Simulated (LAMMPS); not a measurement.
MD from the melt across the composition of Al (fcc) with a share x of Al sites Cu; each row has its own temperature.

Method: classical MD, pair style eam/alloy, file AlCu.eam.alloy, run in LAMMPS.

| x | volume | state | enthalpy | self-diffusion coefficient of Al (not corrected for cell size) | viscosity | T (K) |
|---|---|---|---|---|---|---|
| 0.1 | 19.032 ± 0.002 Å³/atom | liquid | -2.9904 ± 0.0002 eV/atom | (9.2 ± 0.1) × 10^-5 cm²/s | 0.96 ± 0.04 mPa s | 1120 |
| 0.25 | 17.793 ± 0.002 Å³/atom | liquid | -3.0758 ± 0.0002 eV/atom | (7.50 ± 0.05) × 10^-5 cm²/s | - | 1190 |
| 0.5 | 16.178 ± 0.005 Å³/atom | liquid | -3.1458 ± 0.0006 eV/atom | (5.60 ± 0.07) × 10^-5 cm²/s | 1.8 ± 0.2 mPa s | 1320 |
| 0.75 | 14.966 ± 0.002 Å³/atom | liquid | -3.1097 ± 0.0005 eV/atom | (5.4 ± 0.1) × 10^-5 cm²/s | 1.45 ± 0.09 mPa s | 1440 |
| 0.9 | 14.424 ± 0.002 Å³/atom | liquid | -3.0249 ± 0.0003 eV/atom | (5.3 ± 0.3) × 10^-5 cm²/s | 2.5 ± 0.5 mPa s | 1510 |

Caution: a run this short can hold a crystal over, or a liquid under, the potential's own melting point, which these runs don't give.

States go by the mean squared displacement: a species diffuses where it passes 1.5 Å², still rises and gives D over 1e-6 cm²/s; a crystal has left its structure where atoms lie 0.35 Å off their sites on average or a cubic box changes its shape by 3 %, or the axial ratios of another lie 8 % off the starting cell's, which the potential's own relaxation can also do.

Errors of D are the spread over four groups of atoms in one short run; a floor of about 5 %, a picked value, is safer.

Uncertainties are statistical and leave out the potential's own error.
